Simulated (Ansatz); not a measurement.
Take Al in the fcc (Cu type) structure (space group Fm-3m, No. 225; a = 3.992 Å) as the base. Axes: x, y, z lie along the cube axes.

Method: r2SCAN (Ansatz, a first-principles code), no spin-orbit coupling.

Before the change:

```
Item                             Value
-----------------------------  -------
Shortest interatomic distance  2.823 Å
```

Now apply this change: tensile biaxial strain of 4.76 % in the plane normal to [111], as in epitaxy on a mismatched substrate; the out-of-plane cell vector and the atoms relax.

**Question.** What happens to the energy relative to the base?

**Answer.** The energy rises by 30 meV/atom.

**Question.** Predict the new shortest interatomic distance.

**Answer.** The shortest interatomic distance drops by 0.0233 Å (2.823 Å → 2.799 Å).

Without a gap, meshes like the base's 20×20×20 leave anisotropic stresses uncertain by several tenths of a GPa, and small strain energies with them. Stability against distortions was not tested.
